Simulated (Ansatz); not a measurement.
The reference is CaB$_{6}$ (space group Pm-3m, No. 221; a = 4.1271 Å). Axes: x, y, z lie along the cube axes.

Method: PBEsol/PAW in Ansatz (a quantum-chemistry and plane-wave program), no spin-orbit coupling.

Base values:

```
Property                         Value
-----------------------------  -------
Shortest interatomic distance  1.664 Å
Pressure                       0.0 GPa
```

It is then changed as follows: the symmetric strain tensor [-0.0099 0.0008 0.0064; 0.0008 -0.0107 0.0015; 0.0064 0.0015 -0.0060]; the atoms relax in the strained cell.

Q: Estimate the effect on the shortest interatomic distance.

A: The shortest interatomic distance falls by 0.022 Å to 1.642 Å.

Q: What does the calculation give for the energy relative to the base after the change?

A: The energy goes up by 3.8 meV/atom.

Q: Predict the new pressure.

A: The pressure (mean of the normal stresses, compression positive) goes from zero to 4.3 GPa.

A case with no gap was solved on a k-mesh chosen for an insulator, which is coarse for it. Stability against distortions was not tested. The final runs are not spin-polarised. Gaps under 0.05 eV, about the width of the smearing, are given as zero.
